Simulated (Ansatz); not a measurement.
Start from AlN in the wurtzite structure (space group P6_3mc, No. 186; a = 3.130 Å, c = 5.018 Å). Axes: x lies along a and z along c of the hexagonal cell.

Level of theory: Ansatz (a quantum-chemistry and plane-wave program) PBE, no SOC.

The change: the cell is scaled by 1.0180 in all directions, atoms relaxed at fixed cell.

**Question.** Predict the stress tensor and what it implies for the stiffness.

**Answer.** Stress of the strained cell less that of the base (GPa, compression positive):
```
  -9.57    0.00    0.00
   0.00   -9.57    0.00
   0.00    0.00   -8.80
```

Then B = −ΔP/(ΔV/V₀) with ΔV/V₀ = 0.0550 gives secant stiffness values (nonlinear terms included at this strain): B (at held cell shape, above the free-shape value) ≈ 169 GPa.

As a check, the harmonic strain energy −½ V₀ Δσ:ε is 17 meV/atom; the computed energy rise is 18 meV/atom.

No phonon test of stability was made.
